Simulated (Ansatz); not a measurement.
An Ansatz (a quantum-chemistry and plane-wave program) input (Ansatz LDA, no spin-orbit coupling):

Ansatz 0.2 input:
```yaml
crystal:
  lattice:
    - [2.8431905734, 0, 0]
    - [0, 2.8431905734, 0]
    - [1.4215952867, -1.4215952867, 1.995436056]
  atoms:
    - { symbol: Ag, position: [0, 0, 0] }
basis: { ecutwfc: 420, ecutrho_ratio: 4, xc_grid: 2, fft_grid_basis: typed }
kpoints: { mp_grid: { grid: [28, 28, 28] } }
hamiltonian:
  xc: lda
  dispersion: none
  pseudopotentials: { kind: paw }
scf: { occupations: { method: fermi_dirac, width: 0.1 } }
relax: { f_tol: 0.005, max_steps: 50, cell: { stress_tol: 0.01, fix: [a, b, gamma] } }
output: { forces: true, stress: true }
checkpoint: { write: state.ck, write_every: 1000 }
```

Q: Which symmetry and how many k-points will the program report, and about how many plane waves at Γ?

A: Space group I4/mmm (ITA 139) with 16 operations, k-points 1639 of 21952, and 331 plane waves at Γ.

Q: And the final pressure?

A: -0.34 GPa (compression positive).

The cells carry an imposed strain or load. Whether these cells are dynamically stable was not tested. The cell was made from Ag in the fcc (Cu type) structure (space group Fm-3m, No. 225) by this change: biaxial strain +0.50 %, plane normal [001], relaxed out of plane.
